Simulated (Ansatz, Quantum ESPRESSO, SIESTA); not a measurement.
# Code comparison for As (R-3m, 2 atoms in the cell)

Self-consistent single point.

```
CELL_PARAMETERS angstrom
      1.85038     1.06831     3.65099
     -1.85038     1.06831     3.65099
      0.00000    -2.13663     3.65099
ATOMIC_POSITIONS crystal
  As 0.22443 0.22443 0.22443
  As 0.77557 0.77557 0.77557
```

Shared settings, as Ansatz (a program for electronic structure) writes them: kpoints.mp_grid.grid = 9 9 9; magnetization.spin_orbit = true; scf.occupations.method = fermi_dirac; scf.occupations.width = 0.0073 Ry. Potentials and cutoffs stand in the table.

```json
[
 {"code": "Ansatz", "model": "PBE with spin-orbit coupling, default PAW files", "pressure (GPa)": "5.20", "largest force (eV/Å)": "0.572", "cutoff": "default"},
 {"code": "Quantum ESPRESSO", "model": "PBE, spin-orbit coupling, PseudoDojo fully relativistic norm-conserving (PBE) pseudopotentials", "pressure (GPa)": "5.37", "largest force (eV/Å)": "0.589", "cutoff": "85 Ry"},
 {"code": "SIESTA", "model": "GGA PBE with spin-orbit coupling, numerical atomic orbitals DZP, PseudoDojo PBE fully relativistic norm-conserving potentials (rewritten from UPF to PSML)", "pressure (GPa)": "–", "largest force (eV/Å)": "1.559", "cutoff": "grid 400 Ry"}
]
```

A dash marks a value that a program does not give, or that is left out as unsure.

The spread over the programs that give each value: pressure within 0.17 GPa; largest force within 0.987 eV/Å.

SIESTA uses small atom-centred bases, whose incompleteness enters pressures, forces and empty levels differently from a plane-wave cutoff. Ansatz's pressure is given at a fixed set of plane waves, as the other plane-wave codes print theirs. In the force vectors, SIESTA (by 0.979) lies more than 0.08 eV/Å from the median of the plane-wave programs.

The starting cell comes from a database of computed structures (which also holds hypothetical and non-ambient phases and stackings), without a prior relaxation at this level. Its lattice was rescaled by a random factor within 2.5 % of one.

Left out of this page: Elk and FLEUR (not drawn, or without a comparable value).

Keys are those of Ansatz 0.2.
